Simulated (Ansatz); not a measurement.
## In on a Mg site (surface) in a 3x3 cell of the 1x1 (100) surface of rock-salt MgO (cut with top plane Mg + O)

Host crystal: rock-salt MgO, with a band gap (PBE, scalar-relativistic without spin-orbit coupling).

Level of theory: PBE (plane waves to 420 eV, PAW; Ansatz, a program for electronic structure).

Model: 72-atom slab, 6.4 Å thick at the start (thin: gaps and levels are the slab's own), 2x2x1 mesh, Fermi-Dirac 0.01 eV, dipole correction, 18 atoms held, the rest relaxed; start symmetry kept, larger cells not searched; spin-polarised, ending with about 1.0 μB a cell; orders that need a larger cell were not tried, no spin-orbit, no U.

| Item | Value |
|---|---|
| formation energy against tetragonal indium, hcp Mg | 3.33 eV |
| gap of the slab on its k-mesh | 0.53 eV |
| highest filled level below the top vacuum level | 3.61 eV |
| change of the step from the bottom to the top vacuum level, against the clean slab | 0.22 eV |
| energy released by relaxation | 1.13 eV |
| magnetic moment of the cell | 1.00 μB |
| largest move of a host atom | 0.70 Å |
